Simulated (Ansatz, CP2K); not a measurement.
A CP2K input for a self-consistent single point of Cd (P6_3/mmc, 2 atoms in the cell) (DFT PBE, GPW, DZVP-MOLOPT-SR-GTH basis, GTH-PBE potentials (GTH_POTENTIALS)):

```
&GLOBAL
  PROJECT bulk
  RUN_TYPE ENERGY_FORCE
  PRINT_LEVEL LOW
&END GLOBAL
&FORCE_EVAL
  METHOD Quickstep
  STRESS_TENSOR ANALYTICAL
  &DFT
    BASIS_SET_FILE_NAME BASIS_MOLOPT
    POTENTIAL_FILE_NAME GTH_POTENTIALS
    &QS
      METHOD GPW
      EPS_DEFAULT 1E-11
    &END QS
    &MGRID
      CUTOFF 500
      REL_CUTOFF 60
      NGRIDS 5
    &END MGRID
    &SCF
      SCF_GUESS ATOMIC
      EPS_SCF 1E-6
      MAX_SCF 100
      ADDED_MOS 5
      &DIAGONALIZATION
        ALGORITHM STANDARD
      &END DIAGONALIZATION
      &MIXING
        METHOD BROYDEN_MIXING
        ALPHA 0.3
        NBUFFER 10
      &END MIXING
      &SMEAR ON
        METHOD GAUSSIAN
        SIGMA [eV] 0.1
      &END SMEAR
    &END SCF
    &KPOINTS
      SCHEME MONKHORST-PACK 13 13 6
      GAMMA_CENTERED T
    &END KPOINTS
    &XC
      &XC_FUNCTIONAL PBE
      &END XC_FUNCTIONAL
    &END XC
    &PRINT
      &MO
        EIGENVALUES T
        OCCUPATION_NUMBERS T
        NDIGITS 8
        FILENAME mo
        &EACH
          QS_SCF 0
        &END EACH
        ADD_LAST NUMERIC
      &END MO
      &MULLIKEN OFF
      &END MULLIKEN
    &END PRINT
  &END DFT
  &SUBSYS
    &CELL
      A 3.00384000 0.00000000 0.00000000
      B -1.50192000 2.60140200 0.00000000
      C 0.00000000 0.00000000 5.66496000
      PERIODIC XYZ
    &END CELL
    &COORD
      SCALED
      Cd       0.33333333     0.66666667     0.25000000
      Cd       0.66666667     0.33333333     0.75000000
    &END COORD
    &KIND Cd
      BASIS_SET DZVP-MOLOPT-SR-GTH-q12
      POTENTIAL GTH-PBE-q12
    &END KIND
  &END SUBSYS
  &PRINT
    &FORCES ON
    &END FORCES
    &STRESS_TENSOR ON
    &END STRESS_TENSOR
  &END PRINT
&END FORCE_EVAL
```

Task: Translate this input to Ansatz (an electronic-structure program).

Result: One input that does it (others would too):

Ansatz 0.2 input:
```yaml
# Cd
crystal:
  lattice:
    - [1.50192000, -2.60140200, 0.00000000]
    - [1.50192000, 2.60140200, 0.00000000]
    - [0.00000000, 0.00000000, 5.66496000]
  atoms:
    - { symbol: Cd, position: [0.33333333, 0.66666667, 0.25000000] }
    - { symbol: Cd, position: [0.66666667, 0.33333333, 0.75000000] }
kpoints:
  mp_grid: { grid: [13, 13, 6] }
hamiltonian:
  xc: pbe
  pseudopotentials: { kind: paw }
scf:
  occupations: { method: gaussian, width: 0.1 }
output:
  forces: true
  eigenvalues: true
  stress: true
```

Basis settings and potentials, where a program has them, do not carry over. This input uses DFT, PBE, plane waves, default PAW files. Both were run: pressure 2.23 GPa in CP2K and 1.29 in Ansatz. Ansatz's pressure is the one without its finite-basis correction.

On CP2K: the starting cell has typed, rounded lattice constants, without a prior relaxation at this level. Its lattice was rescaled by a random factor within 2.5 % of one. Values carry the incompleteness of an atom-centred basis.

On Ansatz: the starting cell has typed, rounded lattice constants, without a prior relaxation at this level. Its lattice was rescaled by a random factor within 2.5 % of one.
